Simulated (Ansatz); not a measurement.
Consider GaN in the zinc blende structure (space group F-43m, No. 216; a = 4.5485 Å).

Computed with PBE (Ansatz, a first-principles code, PAW, no SOC).

For the base:

- Pressure: 0.00 GPa
- Band gap: 1.54 eV

It is then changed as follows: the cell is scaled by 1.0050 in all directions, atoms relaxed at fixed cell.

Problem. What does the calculation give for the pressure after the change?

Solution. The pressure goes from zero to -2.48 GPa.

Problem. How does this affect the band gap?

Solution. The band gap decreases by 0.096 eV, from 1.54 eV to 1.45 eV.

The cells carry an imposed strain or load. No phonon test of stability was made. This is not the structure that GaN has at room temperature and ambient pressure.
